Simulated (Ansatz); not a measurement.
# BeTe in the rock salt structure (space group Fm-3m, No. 225; a hypothetical phase, not in the database extracts checked)

```cif
data_Be4Te4
_chemical_formula_sum 'Te4 Be4'
_space_group_name_H-M_alt 'Fm-3m'
_space_group_IT_number 225
_space_group_name_Hall '-F 4 2 3'
_cell_length_a 5.36064
_cell_length_b 5.36064
_cell_length_c 5.36064
_cell_angle_alpha 90.000
_cell_angle_beta 90.000
_cell_angle_gamma 90.000
loop_
_atom_site_label
_atom_site_type_symbol
_atom_site_symmetry_multiplicity
_atom_site_Wyckoff_symbol
_atom_site_fract_x
_atom_site_fract_y
_atom_site_fract_z
_atom_site_occupancy
Te1 Te 4 a 0.00000 0.00000 0.00000 1
Be1 Be 4 b 0.50000 0.50000 0.50000 1
```
(The calculation used a cell of 2 atoms; values per cell refer to that cell.)

Calculations: plane-wave PAW DFT at the PBE level (Ansatz, a first-principles code, 420 eV), no spin-orbit coupling, earlier PAW set. Γ-centred 15×15×15 mesh, Fermi–Dirac width 0.05 eV.

Volume per atom: 19.26 Å³
Density: 5.89 g/cm³
Band gap: zero
Total energy: -3536.256 eV/atom (σ→0; compares only within this code and set-up)

Stability against distortions was not tested. The final runs are not spin-polarised.
